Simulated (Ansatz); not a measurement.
## Pt: response to strain

Consider Pt in the fcc (Cu type) structure (space group Fm-3m, No. 225; a = 3.942 Å; relaxed with 0.1 eV smearing).

Strains are applied to the cell and any free atomic positions relax.

Method: r2SCAN/PAW in Ansatz (a quantum-chemistry and plane-wave program), no spin-orbit coupling.

Notes on the quantities. energy relative to the base: free energy F.

| case | volume per atom | pressure | energy relative to the base |
|---|---|---|---|
| base | 15.31 Å³ | 0.0 GPa | 0 meV/atom |
| isotropic strain −3.00 % | 13.97 Å³ | 31.6 GPa | +120 meV/atom |
| isotropic strain −2.50 % | 14.19 Å³ | (withheld) | (withheld) |
| isotropic strain −2.00 % | 14.41 Å³ | 19.3 GPa | +51 meV/atom |
| isotropic strain −1.50 % | 14.63 Å³ | 13.8 GPa | +28 meV/atom |
| isotropic strain −1.00 % | 14.86 Å³ | 8.8 GPa | +12 meV/atom |
| isotropic strain −0.50 % | 15.08 Å³ | 4.2 GPa | +3.0 meV/atom |

Q: Some entries are withheld; estimate them.

A: 
- isotropic strain −2.50 %, pressure: 25.2 GPa
- isotropic strain −2.50 %, energy relative to the base: +81 meV/atom

Stability against distortions was not tested. The final runs are not spin-polarised.
